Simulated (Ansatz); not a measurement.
# SnSe under a change: uniaxial strain ε_xx = −2.62 %

Consider SnSe in the GeS type structure (space group Pnma, No. 62; a = 11.493 Å, b = 4.169 Å, c = 4.385 Å; layered, stacked along the Cartesian x axis). Axes: x, y, z lie along a, b, c of the conventional cell.

Modification: uniaxial strain ε_xx = −2.62 %, all other strain components held at zero; the atoms relax in the strained cell.

All numbers come from PBE-D3(BJ), PAW, 420 eV (Ansatz, an electronic-structure program; spin-orbit coupling left out). Settings: 3×8×8 k-points, 0.05 eV Fermi–Dirac smearing.

```csv
quantity,base,changed,shift
volume per atom,26.26 Å³,25.57 Å³,-0.69 Å³
space group,Pnma (No. 62),Pnma (No. 62),–
energy relative to the base (free energy F),0 meV/atom,+4.6 meV/atom,+4.6 meV/atom
"pressure (mean of the normal stresses, compression positive)",0.00 GPa,1.08 GPa,+1.08 GPa
band gap (an upper bound: an edge found on the path is not a true extremum; both cells),0.46 eV,0.47 eV,+0.01 eV
largest internal atomic displacement,–,0.029 Å,–
"stress (xx, yy, zz, yz, xz, xy; compression positive)",–,"(2.25, 0.46, 0.55, 0.00, 0.00, 0.00) GPa",–
```

Final structure:

```yaml
crystal:
  lattice:
    - [11.19207, 0.00000, 0.00000]
    - [0.00000, 4.16897, 0.00000]
    - [0.00000, 0.00000, 4.38450]
  atoms:
    - { symbol: Sn, position: [0.11545, 0.25000, 0.09362] }
    - { symbol: Sn, position: [0.38455, 0.75000, 0.59362] }
    - { symbol: Sn, position: [0.88455, 0.75000, 0.90638] }
    - { symbol: Sn, position: [0.61545, 0.25000, 0.40638] }
    - { symbol: Se, position: [0.85901, 0.25000, 0.48148] }
    - { symbol: Se, position: [0.64099, 0.75000, 0.98148] }
    - { symbol: Se, position: [0.14099, 0.75000, 0.51852] }
    - { symbol: Se, position: [0.35901, 0.25000, 0.01852] }
```

Stability against distortions was not tested. The D3 term's C6 switches between coordination references near this geometry, which can add small steps to energies.
